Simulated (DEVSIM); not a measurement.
System: Schottky contact on n-type Si, at 300 K.

```tsv
layer (left to right)	material	thickness (μm)	Nd (cm⁻³)	τn (s)	τp (s)
1	Si	1.40	8.6e16	3.4e-6	3.4e-6
```

Left contact: Schottky, work function 4.46 eV, emission velocity 1.1e7 cm/s. Right contact: ohmic. Voltage is applied to the left contact. Recombination: SRH at mid-gap. Mobility is μmin + (μ − μmin)/(1 + (N/Nref)^α).

The device is made up for the run: typed textbook-type constants, with dimensions and the other settings drawn at random. Values at 300 K; Nc and Nv go as T^1.5, mobilities as T to minus their exponent, the gap by Varshni's rule with the affinity fixed.

| parameter | Si |
|---|---|
| gap (eV) | 1.124 |
| affinity (eV) | 4.05 |
| permittivity | 11.7 |
| Nc (cm⁻³) | 2.86e19 |
| Nv (cm⁻³) | 3.1e19 |
| μn (cm²/Vs) | 1417 |
| μp (cm²/Vs) | 470 |
| μn,min | 52 |
| μp,min | 45 |
| Nref,n | 9.7e16 |
| Nref,p | 2.2e17 |
| αn | 0.68 |
| αp | 0.72 |
| T exponent of μn | 2.3 |
| T exponent of μp | 2.2 |
| Varshni α (eV/K) | 0.000473 |
| Varshni β (K) | 636 |

Model (solved in DEVSIM): 1D drift-diffusion, Boltzmann statistics, complete ionisation; no tunnelling, impact ionisation, image-force lowering or self-heating. Metal contacts follow the ideal Schottky-Mott rule: no Fermi-level pinning, no interface dipoles.

The temperature was swept, all else fixed.

```json
[
 {"temperature (K)": "250", "potential step across the device at zero bias (V)": "0.291", "largest field in the device at zero bias (V/cm)": "84000"},
 {"temperature (K)": "300", "potential step across the device at zero bias (V)": "0.260", "largest field in the device at zero bias (V/cm)": "78000"},
 {"temperature (K)": "350", "potential step across the device at zero bias (V)": "0.228", "largest field in the device at zero bias (V/cm)": "72000"},
 {"temperature (K)": "400", "potential step across the device at zero bias (V)": "0.195", "largest field in the device at zero bias (V/cm)": "65000"},
 {"temperature (K)": "450", "potential step across the device at zero bias (V)": "0.161", "largest field in the device at zero bias (V/cm)": "57000"},
 {"temperature (K)": "500", "potential step across the device at zero bias (V)": "0.127", "largest field in the device at zero bias (V/cm)": "47000"}
]
```

From the first row to the last the potential step across the device at zero bias goes from 0.291 to 0.127. From the first row to the last the largest field in the device at zero bias goes from 84000 to 47000.
